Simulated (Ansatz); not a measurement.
What 4 layers does to VN

Base system: VN in the zinc blende structure (space group F-43m, No. 216; a = 4.383 Å; a model cell, its experimental status unchecked). Axes: x, y, z lie along the cube axes.

Perturbation: a free-standing slab of 4 layers (8 atoms, 2 a layer) is cut normal to [110], with 15 Å of vacuum and the in-plane cell held at bulk.

Level of theory: Ansatz (a quantum-chemistry and plane-wave program) PBEsol, no spin-orbit coupling. Settings: 15×11×1 k-points, 0.05 eV Fermi–Dirac smearing, for the changed cell.

- Layer's space group (with vacuum) = Pmn2_1 (No. 31)
- Band gap = zero (base zero)
- Excess energy per area of both faces (slab less bulk energy over the cell's area: twice a surface energy) = 3.1 J/m² (uncertain by up to 0.09 J/m²)
- Thickness between the outermost nuclei = 4.82 Å
- Change of the spacing d12 from its bulk value of 1.550 Å = -12.1 %
- Change of the spacing d23 from its bulk value of 1.550 Å = +6.5 %

Final structure:

```
CELL_PARAMETERS angstrom
      3.09913     0.00000     0.00000
      0.00000     4.38283     0.00000
      0.00000     0.00000    19.64869
ATOMIC_POSITIONS crystal
  N  0.75000 0.49870 0.37733
  V  0.25000 0.32269 0.40009
  N  0.25000 0.96388 0.44643
  V  0.75000 0.71473 0.46957
  N  0.75000 0.46388 0.55357
  V  0.25000 0.21473 0.53043
  N  0.25000 0.99870 0.62267
  V  0.75000 0.82269 0.59991
```

Slab and bulk use different k-meshes, which limits the precision of the excess energy. Stability against distortions was not tested. Seeded moments were not kept for the base. All final runs are without spin polarisation.
